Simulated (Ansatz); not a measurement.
## A computed series for Ir: response to strain

The parent structure is Ir in the fcc (Cu type) structure (space group Fm-3m, No. 225; a = 3.844 Å). Axes: x, y, z lie along the cube axes.

Strains are applied to the cell and any free atomic positions relax; under biaxial strain the out-of-plane vector relaxes too; under stress the whole cell relaxes.

The values are results of plane-wave PAW DFT at the r2SCAN level (Ansatz, an electronic-structure program, 500 eV), scalar-relativistic without spin-orbit coupling, not measurements.

Candidates:
(a) biaxial strain −0.71 %, plane normal [001], relaxed out of plane
(b) uniaxial stress, 1 GPa compression along x
(c) biaxial strain +2.33 %, plane normal [110], relaxed out of plane

Notes on the quantities. energy relative to the base: free energy F.

**Question.** Order them by energy relative to the base, highest first.

**Answer.** (c) biaxial strain +2.33 %, plane normal [110], relaxed out of plane (+36 meV/atom), (a) biaxial strain −0.71 %, plane normal [001], relaxed out of plane (+3.2 meV/atom), (b) uniaxial stress, 1 GPa compression along x (+0.1 meV/atom)

A biaxial case was relaxed in a doubled cell and then solved in the primitive one. Without a gap, meshes like the base's 21×21×21 leave anisotropic stresses uncertain by several tenths of a GPa, and small strain energies with them. Stability under load was not tested beyond the relaxation. All final runs are without spin polarisation.
